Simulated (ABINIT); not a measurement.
**Do energy and pressure agree? Two volumes of SnTe (I4mm, 2 atoms in the cell)**

```yaml
crystal:
  lattice:
    - [0.00000, 3.14420, 3.14420]
    - [3.14420, 0.00000, 3.14420]
    - [3.14420, 3.14420, 0.00000]
  atoms:
    - { symbol: Sn, position: [0.00795, 0.00795, 0.99205] }
    - { symbol: Te, position: [0.50000, 0.50000, 0.50000] }
```

Method: PBEsol, norm-conserving pseudopotentials (PseudoDojo nc-sr-04 PBEsol standard) (plane waves; ABINIT).

Settings: pseudos = [Sn.upf, Te.upf]; ecut = 99 Ha; ixc = -116133; occopt = 3; tsmear = 0.00036749 Ha; ngkpt = 3 3 3; nshiftk = 1; shiftk = 0 0 0; potentials = PseudoDojo nc-sr-04 PBEsol standard; nband = 21. This cutoff ends a ladder whose last two steps agree within 1 meV/atom.

The second cell is the first with its lattice scaled by 0.98, at the same fractional positions.

The starting cell has typed, rounded lattice constants, without a prior relaxation at this level. Its lattice was rescaled by up to half a per cent. One atom was moved a little off its site on purpose.

| cell | volume (Å³/atom) | pressure (GPa) | F less the first cell's (meV/atom) |
|---|---|---|---|
| first | 31.0835 | -0.10 | 0.00 |
| second | 29.2556 | 3.27 | ? |

Estimate the energy of the second cell from the pressures, and the bulk modulus between the two volumes.

With P = −dF/dV, the trapezoid gives ΔF ≈ −(P₁ + P₂)/2 · ΔV = −(1.585 GPa) · (-1.8279 Å³) = 18.08 meV/atom (1 eV/Å³ = 160.22 GPa). The modulus at fixed fractional positions is B = −ΔP/Δln V = 56 GPa, a mean over the interval. P(V) is curved, so the trapezoid lies high by about |ΔV|³·B·(1 + B′)/(12·V̄²) = 0.97 meV/atom for an assumed B′ = 4, which leaves 17.11 meV/atom. The runs gave 17.11 meV/atom, a miss of 0.00 meV/atom. Cases were kept where this miss is small, so the page shows the method and is no test of it.

Left out of this page: 15 runs of the series outside the window shown, repeating another row's setting, or not comparable.
